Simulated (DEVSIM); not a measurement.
System: Co/SiO2/n-Si capacitor, at 300 K.

Layer 1 from the left is SiO2, thickness (nm) 5.50. Layer 2 from the left is Si, thickness (nm) 1700, Nd (cm⁻³) 1.1e17.

Metal gate on the left, work function 5 eV. Fixed charge at the semiconductor interface -8e11 cm⁻² (in units of +e); no interface traps.

Constants are typed, rounded textbook-type inputs, not results; the design itself was drawn at random and stands for no fabricated device. Values at 300 K.

SiO2: gap (eV) 9, affinity (eV) 0.9, permittivity 3.9. Si: gap (eV) 1.124, affinity (eV) 4.05, permittivity 11.7, Nc (cm⁻³) 2.86e19, Nv (cm⁻³) 3.1e19.

**Question.** Estimate by hand the flat-band voltage, the threshold voltage, and compare with a numerical solution.

**Answer.** 
- Flat-band voltage: C = 0.628 μF/cm², work-function difference 0.806 V; VFB = φms − qNf/C = 1.01 V; numerical 1.01 V.
- Threshold voltage: φF = 0.417 V, depletion charge √(4εqNφF) = 1.75e-7 C/cm²; VT = VFB − 2φF − Qd/C = -0.10 V; numerical -0.10 V.

DEVSIM, 1D Poisson equation in equilibrium, Boltzmann statistics, complete ionisation; no quantum confinement or tunnelling. Metal contacts follow the ideal Schottky-Mott rule: no Fermi-level pinning, no interface dipoles.
